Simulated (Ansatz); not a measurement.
Nb_Cu in fcc Cu (start: the Cu site; 32-site cell, 6×6×6 shifted sampling), host crystal and elements as references (Δμ(Cu) = 0.00 eV, Δμ(Nb) = 0.00 eV; Nb taken from its element, since no compound that bounds it was computed at this level; only phases computed here count, gases as isolated molecules at 0 K). The numbers are results of PBE, PAW (plane waves to 420 eV; Ansatz, a first-principles code), not measurements. In charge state 0 (not spin-polarised) the formation energy is 1.17 eV. The crystal has 8.36 × 10^22 Cu sites per cm³.

**Question.** Estimate the equilibrium concentration at 1300 K in the dilute limit, leaving out vibrational entropy and degeneracy.

**Answer.** kT = 0.1120 eV; c = N exp(−E_f / kT) = 8.36 × 10^22 × exp(−10.4) ≈ 2 × 10^18 cm^-3. An error of 0.2 eV in E_f moves this by a factor of 6.
